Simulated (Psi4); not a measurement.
Psi4 1.11, B3LYP/def2-svp: Cu(F)(CO) ([O+]#[C-]->[Cu][F]), 4 atoms. The geometry is a generated start, not checked to be a minimum at this level.

```json
{
  "task": "energy",
  "method": "b3lyp",
  "basis": "def2-svp",
  "memory": "3 GB",
  "maxiter": "100",
  "keys_of_the_molecule_block": "symmetry c1",
  "scf_type": "df (default)",
  "e_convergence": "1e-06 (default)",
  "d_convergence": "1e-06 (default)",
  "dft_radial_points": "75 (default)",
  "dft_spherical_points": "302 (default)",
  "basis_functions": "73",
  "grid_points": "87815"
}
```

```xyz
4

Cu     0.5719     0.1803    -0.4415
F      1.7869     0.5851    -1.4837
O     -1.6156    -0.5204     1.2994
C     -0.7432    -0.2450     0.6257
```

Charge 0 and multiplicity 1 are set for this test and not shown to be the ground state.

With the defaults (diis = true, scf_initial_accelerator = adiis, damping_percentage = 0, guess = auto, which took SAD, diis_start = 1, diis_max_vecs = 10, level_shift = 0, level_shift_cutoff = 0.01) it converges in 12 SCF iterations. One run each on 2 threads, with these changes:
- guess = huckel
- guess = sap
- guess = sapgau
- diis_start = 4
- guess = sadno
- level_shift = 0.5, level_shift_cutoff = 0.001
- diis = false, scf_initial_accelerator = none, damping_percentage = 60
- guess = core
- diis_max_vecs = 20

Name the settings that don't reach the solution of the defaults.

No convergence: diis = false, scf_initial_accelerator = none, damping_percentage = 60 (the run ends without SCF convergence in 100 iterations). The rest reach the solution of the defaults.

```
setting                                                                SCF iterations             end
---------------------------------------------------------------------  --------------  --------------
guess = sap                                                                        11   same solution
guess = huckel                                                                     11   same solution
the defaults                                                                       12   same solution
guess = sadno                                                                      12   same solution
diis_max_vecs = 20                                                                 12   same solution
guess = sapgau                                                                     13   same solution
guess = core                                                                       18   same solution
level_shift = 0.5, level_shift_cutoff = 0.001                                      18   same solution
diis_start = 4                                                                     20   same solution
diis = false, scf_initial_accelerator = none, damping_percentage = 60             100  no convergence
```

1 further run of the study ended by our limits or in an error and is left out.
